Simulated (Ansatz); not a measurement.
Functionals compared on CO on the 1x1 (111) surface of fcc Cu, one in a 2x2 cell, started at the site 'top Cu', in Ansatz (plane waves, PAW). The structure was relaxed with PBE; the other rows are single points on it, each with its references at the same level. Cutoff 420 eV (500 eV for r2SCAN).

Set-up: 18 atoms, 6.2 Å thick at the start under the adsorbate (thin: gaps and levels are the slab's own); mesh 6x6x1; 0.1 eV smearing; dipole correction on; 8 atoms held, the rest relaxed; symmetry of the start imposed; no spin, no spin-orbit, no U, no dispersion correction. At the end it is bonded to Cu. In PBE this state lies 0.08 eV over the lowest of the starts that converged ('hollow Cu-Cu-Cu over Cu at depth 4.1 Å'). These notes are the PBE run's. Adsorption energies are against CO(g). A negative adsorption energy means that the adsorbate is more stable on the surface than in its reference.

```json
[
 {"functional": "PBE", "adsorption energy (eV)": "-0.67", "work function of the top face (eV)": "4.70", "change of the work function (eV)": "-0.07", "rough cost of the single point": "–"},
 {"functional": "RPBE", "adsorption energy (eV)": "-0.38", "work function of the top face (eV)": "4.57", "change of the work function (eV)": "-0.03", "rough cost of the single point": "roughly 100 core-seconds"},
 {"functional": "r2SCAN", "adsorption energy (eV)": "-0.82", "work function of the top face (eV)": "4.75", "change of the work function (eV)": "-0.05", "rough cost of the single point": "very roughly 3 core-minutes"}
]
```

Ansatz is a first-principles code.
